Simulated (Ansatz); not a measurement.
The parent structure is MoS₂ in the 3R-MoS2 type structure (space group R3m, No. 160; a = 3.153 Å, c = 17.994 Å (hexagonal axes); layered, stacked along the Cartesian z axis).

(Cell as relaxed with PBE-D3(BJ).)

Levels (all Ansatz, an electronic-structure program, PAW, earlier PAW set): PBE-D3(BJ) (420 eV, without spin-orbit coupling); r2SCAN+rVV10 (500 eV, spin-orbit coupling left out).

Each level relaxes its own structure.

```
base                 PBE-D3(BJ)  r2SCAN+rVV10
-------------------  ----------  ------------
volume per atom        17.22 Å³      18.03 Å³
lattice parameter a     3.153 Å       3.175 Å
band gap                0.77 eV       1.02 eV
```

Now apply this change: W takes the place of S on all its sites, then cell and atoms are relaxed.

```json
[
 {"quantity": "c/a ratio", "PBE-D3(BJ)": "6.695", "r2SCAN+rVV10": "6.522"},
 {"quantity": "lattice parameter a", "PBE-D3(BJ)": "2.913 Å", "r2SCAN+rVV10": "2.946 Å"}
]
```

PBE-D3(BJ)'s c/a ratio lies 0.1723 above r2SCAN+rVV10's; PBE-D3(BJ)'s lattice parameter a lies 0.033 Å below r2SCAN+rVV10's (1.1 %). Neither level is exact; r2SCAN+rVV10 is the comparison here, not a measurement.

No phonon test of stability was made. As relaxed here, MoW2 is a hypothetical phase, not in the database extracts checked. All final runs are without spin polarisation.
